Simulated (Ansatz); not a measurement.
**Rb: element substitutions**

Base system: Rb in the bcc (W type) structure (space group Im-3m, No. 229).

```xyz
1
Lattice="-2.7875 2.7875 2.7875 2.7875 -2.7875 2.7875 2.7875 2.7875 -2.7875" Properties=species:S:1:pos:R:3 pbc="T T T"
Rb     0.0000     0.0000     0.0000
```

Each row replaces one element on all its sites; cell and atoms are relaxed.

The values are results of PBEsol/PAW in Ansatz (an electronic-structure program), without spin-orbit coupling, earlier PAW set, not measurements.

Before the change:

```
Item                  Result
-------------------  -------
Lattice parameter a  5.575 Å
```

### Question
The aim is a lattice parameter a between 4.046 Å and 4.269 Å. Which of these changes reaches it?
A. Rb → K
B. Rb → Li
C. Rb → Na
D. Rb → H

### Answer
C, Rb → Na. It gives 4.171 Å; Rb → Li gives 3.434 Å; Rb → K gives 5.214 Å; Rb → H gives 1.800 Å. Changes not listed may reach it too

No phonon test of stability was made. The final runs are not spin-polarised.
